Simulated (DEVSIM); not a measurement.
Structure: Ru/HfO2/n-Ge capacitor, at 400 K.

| layer (left to right) | material | thickness (nm) | Nd (cm⁻³) |
|---|---|---|---|
| 1 | HfO2 | 12.0 | - |
| 2 | Ge | 820 | 5.3e17 |

Metal gate on the left, work function 4.7 eV. Fixed charge at the semiconductor interface 0 cm⁻² (in units of +e); no interface traps.

Constants are typed, rounded textbook-type inputs, not results; the design itself was drawn at random and stands for no fabricated device. Values at 300 K; Nc and Nv go as T^1.5, mobilities as T to minus their exponent, the gap by Varshni's rule with the affinity fixed.

| parameter | HfO2 | Ge |
|---|---|---|
| gap (eV) | 5.7 | 0.664 |
| affinity (eV) | 2.5 | 4 |
| permittivity | 22 | 16 |
| Nc (cm⁻³) | - | 1.04e19 |
| Nv (cm⁻³) | - | 6e18 |
| Varshni α (eV/K) | - | 0.000477 |
| Varshni β (K) | - | 235 |

Simulated with DEVSIM: 1D Poisson equation in equilibrium, Boltzmann statistics, complete ionisation; no quantum confinement or tunnelling. Metal contacts follow the ideal Schottky-Mott rule: no Fermi-level pinning, no interface dipoles.

Tabulate band edges, carrier densities and field at 0.2 V on the gate.

Energies count from the Fermi level of the right contact; mesh points crowd at the junctions.

```csv
x (μm),Ec (eV),Ev (eV),n (cm⁻³),p (cm⁻³),field (V/cm)
0.000,2.000,-3.700,< 1e2,< 1e2,-120000
0.001049,1.988,-3.712,< 1e2,< 1e2,-120000
0.002975,1.966,-3.734,< 1e2,< 1e2,-120000
0.006000,1.931,-3.769,< 1e2,< 1e2,-120000
0.009973,1.885,-3.815,< 1e2,< 1e2,-120000
0.01143,1.868,-3.832,< 1e2,< 1e2,-120000
0.01231,0.357,-0.267,5.1e14,3.9e15,-160000
0.01464,0.322,-0.302,1.4e15,1.4e15,-140000
0.01830,0.273,-0.351,5.7e15,3.5e14,-120000
0.02602,0.197,-0.427,5.2e16,3.9e13,-77000
0.04070,0.133,-0.491,3.4e17,6.0e12,-19000
0.08522,0.118,-0.507,5.3e17,3.8e12,-64
0.1621,0.117,-0.507,5.3e17,3.8e12,≈ 0
0.3083,0.117,-0.507,5.3e17,3.8e12,≈ 0
0.6017,0.117,-0.507,5.3e17,3.8e12,≈ 0
0.7194,0.117,-0.507,5.3e17,3.8e12,≈ 0
0.7753,0.117,-0.507,5.3e17,3.8e12,≈ 0
0.8047,0.117,-0.507,5.3e17,3.8e12,≈ 0
0.8217,0.117,-0.507,5.3e17,3.8e12,≈ 0
0.8274,0.117,-0.507,5.3e17,3.8e12,≈ 0
0.8303,0.117,-0.507,5.3e17,3.8e12,≈ 0
0.8320,0.117,-0.507,5.3e17,3.8e12,≈ 0
```
